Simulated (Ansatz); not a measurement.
Effect of biaxial strain +2.41 %, plane normal [001], relaxed out of plane on InAgTe2

The parent structure is InAgTe2 in the chalcopyrite structure (space group I-42d, No. 122; a = 6.431 Å, c = 12.767 Å). Axes: x, y, z lie along a, b, c of the conventional cell.

Modification: biaxial strain +2.41 %, plane normal [001], relaxed out of plane (Cartesian); in-plane vectors clamped, the third vector and the atoms free.

Method: PBEsol (Ansatz, a quantum-chemistry and plane-wave program; PAW; 420 eV plane waves; spin-orbit coupling left out). k-mesh 7×7×7 (Γ-centred); smearing 0.05 eV (Fermi–Dirac).

```csv
quantity,base,changed,shift
space group,I-42d (No. 122),I-42d (No. 122),–
shortest interatomic distance,274.6 pm,276.5 pm,+1.97 pm
energy relative to the base (free energy F),0 meV/atom,+4.7 meV/atom,+4.7 meV/atom
"pressure (mean of the normal stresses, compression positive)",0.0 GPa,-0.6 GPa,-0.6 GPa
band gap,0.08 eV,zero,–
out-of-plane strain (rough),–,-3.37 %,–
```

Final structure (turned so that z lies along the plane normal):

```yaml
crystal:
  lattice:
    - [6.58607, 0.00000, 0.00000]
    - [0.00000, 6.58607, 0.00000]
    - [3.29303, -3.29303, 6.16852]
  atoms:
    - { symbol: Ag, position: [0.25000, 0.25000, 0.50000] }
    - { symbol: Ag, position: [0.00000, 0.00000, 0.00000] }
    - { symbol: In, position: [0.75000, 0.75000, 0.50000] }
    - { symbol: In, position: [0.50000, 0.50000, 0.00000] }
    - { symbol: Te, position: [0.36788, 0.62500, 0.75000] }
    - { symbol: Te, position: [0.88212, 0.12500, 0.75000] }
    - { symbol: Te, position: [0.12500, 0.36788, 0.25000] }
    - { symbol: Te, position: [0.62500, 0.88212, 0.25000] }
```

Without a gap, meshes like the base's 7×7×7 leave anisotropic stresses uncertain by several tenths of a GPa, and small strain energies with them. Spin-orbit coupling, missing from the scalar runs, can matter with Te. Stability against distortions was not tested. All final runs are without spin polarisation. Gaps under 0.05 eV, about the width of the smearing, are given as zero. A zero or small gap of InAgTe2 can be the functional's error rather than a property of the material.
